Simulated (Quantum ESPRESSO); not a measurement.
## Several settings converged on CuAu (P4mm, 2 atoms in the cell)

```yaml
crystal:
  lattice:
    - [2.81400, 0.00000, 0.00000]
    - [0.00000, 2.81400, 0.00000]
    - [0.00000, 0.00000, 3.68835]
  atoms:
    - { symbol: Cu, position: [0.00000, 0.00000, 0.01356] }
    - { symbol: Au, position: [0.50000, 0.50000, 0.50000] }
```

Base method: PBEsol, GBRV 1.5 ultrasoft (PBESOL) pseudopotentials (plane waves; Quantum ESPRESSO 7.5).

Base settings: ecutwfc = 50 Ry; ecutrho = 400 Ry; occupations = smearing; smearing = fd; degauss = 0.0073499 Ry; potentials = {Cu: cu_pbesol_v1.2.uspp.F.UPF, Au: au_pbesol_v1.uspp.F.UPF}; K_POINTS = automatic 4 4 3 0 0 0; conv_thr = 1e-09 Ry.

The count of work is k-points × plane waves × bands × iterations; it is no time. Core times come from one kind of shared machine, to one figure; runs under 30 s give none.

**The cutoff for other potential files**

Level: DFT, PBEsol, plane waves, SSSP 1.1.2 efficiency (PBE) pseudopotentials.

In this ladder: pseudopotentials = {Cu: Cu_pbe_v1.2.uspp.F.UPF, Au: Au_ONCV_PBE-1.0.oncvpsp.upf}; input_dft = pbesol. Moved along: ecutrho.

The second cell is the first with its lattice scaled by 0.98.

The mesh stays at the base's, so the ladder's end is converged at best in this setting alone.

Only quantities that move along the ladder and can be compared are tabulated.

| ecutwfc | free energy less the last step's (meV/atom) | energy of the compressed cell less the first (meV/atom) | pressure (GPa) | largest difference of a force vector from the last step's (eV/Å) | count of work / last |
|---|---|---|---|---|---|
| 27 Ry | 3802.39 | 71.90 | -247.56 | 0.101 | 0.074 |
| 33 Ry | 508.89 | 18.23 | -45.48 | 0.004 | 0.13 |
| 42 Ry | 47.39 | 8.59 | -5.64 | 0.003 | 0.23 |
| 51 Ry | 21.67 | 8.24 | -4.09 | 0.001 | 0.28 |
| 60 Ry | 15.05 | 8.31 | -3.74 | 0.000 | 0.42 |
| 72 Ry | 11.37 | 8.29 | -3.85 | 0.000 | 0.47 |
| 90 Ry | 3.31 | 8.30 | -3.65 | 0.000 | 0.65 |
| 120 Ry | 0.00 | 8.31 | -3.71 | 0.000 | 1.0 |

Coarsest ecutwfc that holds the free energy within 5 meV/atom: not settled: the last two steps still differ by 3.3 meV/atom, over half the tolerance, so the ladder does not show it.

Coarsest ecutwfc that holds the energy of the compressed cell less the first within 0.5 meV/atom of the last step, with all finer ones: 42 Ry, at 0.23 of the last step's count of work; the step before is off by 9.9 meV/atom.

Coarsest ecutwfc that holds the forces within 0.01 eV/Å of the last step, with all finer ones: 33 Ry, at 0.13 of the last step's count of work; the step before is off by 0.10 eV/Å.

At the lowest cutoff the pressure lies 244 GPa under the last step's, the usual sign of Pulay stress in an incomplete plane-wave basis.

**The relaxed cell against the cutoff**

On CuAu (P4/mmm, 2 atoms in the cell): atoms on their sites.

In this ladder: calculation = vc-relax; tprnfor = default; tstress = default. Moved along: ecutrho.

The mesh stays at the base's, so the ladder's end is converged at best in this setting alone.

Only quantities that move along the ladder and can be compared are tabulated.

| ecutwfc | relaxed volume (Å³/atom) | relaxation steps | core time / last (rough) |
|---|---|---|---|
| 25 Ry | 11.346 | 5 | – |
| 30 Ry | 12.915 | 8 | 0.1 |
| 35 Ry | 13.279 | 27 | 0.4 |
| 42 Ry | 13.831 | 14 | 0.3 |
| 50 Ry | 14.051 | 19 | 0.5 |
| 60 Ry | 14.042 | 14 | 0.5 |
| 75 Ry | 14.065 | 17 | 0.8 |
| 100 Ry | 14.058 | 14 | 1 |

Coarsest ecutwfc that holds the relaxed volume within 0.07 Å³/atom of the last step, with all finer ones: 50 Ry; the step before is off by 0.23 Å³/atom.

At the lowest cutoff the cell relaxes to a volume 19 % smaller than at the highest.

On the base run: the starting cell has typed, rounded lattice constants, without a prior relaxation at this level. Its lattice was rescaled by up to half a per cent. One atom was moved a little off its site on purpose. Spin polarisation is off. Without a gap this mesh is coarse (it stands for a supercell whose shortest vector is 11 Å).
